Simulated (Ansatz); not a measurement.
Effect of P → Bi on BP

Consider BP in the zinc blende structure (space group F-43m, No. 216; a = 4.520 Å).

Modification: Bi takes the place of P on all its sites; the structure is relaxed again.

Computed with DFT with PBEsol, PAW potentials and a 420 eV plane-wave cutoff in Ansatz (an electronic-structure program), scalar-relativistic without spin-orbit coupling, earlier PAW set. Settings: 10×10×10 k-points, 0.05 eV Fermi–Dirac smearing, for the changed cell.

* **Density**: 8.99 g/cm³ (base 3.01 g/cm³)
* **Lattice parameter a**: 545.7 pm (base 452.0 pm)
* **Space group**: F-43m (No. 216) (base F-43m (No. 216))
* **Shortest interatomic distance**: 236.3 pm (base 195.7 pm)
* **Band gap**: 0.43 eV (base 1.11 eV)
* **Gap character**: direct at Γ (base indirect, Γ → Γ–X (83 % along))
* **Width of the top valence band**: 4.28 eV (base 5.60 eV)
* **Electron mass**: 0.033 mₑ (at Γ) (base 1.3 mₑ along k, 0.22 mₑ across (off the special points))
* **Hole mass (degenerate bands, along [100])**: 0.032, 0.22, 0.22 mₑ (at Γ) (base 0.25, 0.25, 0.34 mₑ (at Γ))

Final structure:

```xyz
2
Lattice="0.0000 2.7284 2.7284 2.7284 0.0000 2.7284 2.7284 2.7284 0.0000" Properties=species:S:1:pos:R:3 pbc="T T T"
Bi     1.3642     1.3642     1.3642
B      0.0000     0.0000     0.0000
```

With Bi present, leaving out spin-orbit coupling can change the band edges. Effective masses come from finite differences of ±0.01 Å⁻¹. Along k means along the line from Γ to the band edge. Whether these cells are dynamically stable was not tested. As relaxed here, BiB is a hypothetical phase, not in the database extracts checked.
